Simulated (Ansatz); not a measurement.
PtTe2 under a change: pressure 1.5 GPa

Consider PtTe$_{2}$ (space group P-3m1, No. 164; a = 4.052 Å, c = 5.096 Å; layered).

One thing is altered: cell and atoms relaxed at a pressure of 1.5 GPa.

Calculations: PBE-D3(BJ) (Ansatz, an electronic-structure program), no spin-orbit coupling. Settings: 13×13×9 k-points, 0.05 eV Fermi–Dirac smearing.

```tsv
quantity	base	changed	shift
volume per atom	24.16 Å³	23.66 Å³	-0.494 Å³
density	10.32 g/cm³	10.53 g/cm³	+0.216 g/cm³
c/a ratio	1.258	1.245	-0.0122
enthalpy H = E + PV relative to the base's energy	–	+0.22 eV/atom	–
band gap	zero	zero	–
```

Load acts through the strain it causes; cell and atoms are relaxed under it. Stability against distortions was not tested. The final runs are not spin-polarised.
